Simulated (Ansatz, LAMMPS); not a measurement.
Random Si-Ge alloy, 4x4x4 cubic cells, lattice parameter by Vegard's rule

Cell 22.87 × 22.87 × 22.87 Å, Si75Ge437, 512 atoms. Prepared with Tersoff's 1989 multicomponent potential (SiCGe.tersoff) run with LAMMPS: minimisation. 

These are PBE, support functions at accuracy medium on the grid of 370 eV (norm-conserving potentials; Ansatz, a quantum-chemistry and plane-wave program) values and carry that method's errors.

Basis: localised support functions (accuracy medium) on a full density matrix. k-points: zone centre alone; occupations: Fermi-Dirac, 0.020 eV; spin polarisation not allowed. No spin-orbit coupling.

The energy over the perfect crystal(s), per atom comes out as 11 meV/atom and the electronic character of the cell is no gap resolved at this smearing. The coordination (neighbours within 2.936 Å) is 100.0 % 4-fold. The Ge-Ge bonds, mean ± spread is 2.490 ± 0.005 Å. The Ge-Si bonds, mean ± spread is 2.442 ± 0.005 Å, the Si-Si bonds, mean ± spread is 2.395 ± 0.004 Å and the bond angles, mean ± spread is 109.5° ± 0.9°. The pressure is -0.22 GPa and the cost of the final run is very roughly 20 core-minutes, 11 SCF iterations, 11 GiB.
